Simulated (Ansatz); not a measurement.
The parent structure is ZnAu in the CsCl type structure (space group Pm-3m, No. 221; relaxed with 0.1 eV smearing).

```xyz
2
Lattice="3.1286 0.0000 0.0000 0.0000 3.1286 0.0000 0.0000 0.0000 3.1286" Properties=species:S:1:pos:R:3 pbc="T T T"
Zn     1.5643     1.5643     1.5643
Au     0.0000     0.0000     0.0000
```

Cartesian axes are those of the cell as printed.

All numbers come from PBEsol (Ansatz, an electronic-structure program), without spin-orbit coupling.

One thing is altered: the cell is scaled by 1.0150 in all directions, atoms relaxed at fixed cell.

Task: Predict the stress tensor and what it implies for the stiffness.

Result: Stress of the strained cell less that of the base (GPa, compression positive):
```
   -5.6     0.0     0.0
    0.0    -5.6     0.0
    0.0     0.0    -5.6
```

Then B = −ΔP/(ΔV/V₀) with ΔV/V₀ = 0.0457 gives secant stiffness values (nonlinear terms included at this strain): B ≈ 124 GPa.

As a check, the harmonic strain energy −½ V₀ Δσ:ε is 12 meV/atom; the computed energy rise is 13 meV/atom.

Whether these cells are dynamically stable was not tested.
